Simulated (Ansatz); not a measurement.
**Ir: pressure series**

Base system: Ir in the fcc (Cu type) structure (space group Fm-3m, No. 225; a = 3.871 Å).

Cell and atoms are relaxed at each pressure.

All numbers come from PBE in Ansatz (plane waves to 420 eV, PAW, no spin-orbit coupling).

Two rows of this table had their results exchanged by mistake.

| pressure | volume per atom (Å³) | shortest distance (Å) | band gap |
|---|---|---|---|
| pressure −2 GPa | 14.59 | 2.742 | zero |
| pressure −1 GPa | 14.54 | 2.740 | zero |
| pressure 0.9 GPa | 14.46 | 2.735 | zero |
| pressure 2.1 GPa | 13.71 | 2.686 | zero |
| pressure 4.5 GPa | 14.32 | 2.726 | zero |
| pressure 9 GPa | 14.15 | 2.715 | zero |
| pressure 15 GPa | 13.94 | 2.702 | zero |
| pressure 22.5 GPa | 14.41 | 2.732 | zero |
| pressure 30 GPa | 13.49 | 2.672 | zero |

Problem. Which two?

Solution. The rows for pressure 2.1 GPa and pressure 22.5 GPa: the volume has to fall steadily with pressure, so 14.41 Å³ belongs to pressure 2.1 GPa and 13.71 Å³ to pressure 22.5 GPa.

Load acts through the strain it causes; cell and atoms are relaxed under it. No phonon test of stability was made. No other phases were tried under pressure. All final runs are without spin polarisation.

Ansatz is a first-principles code.
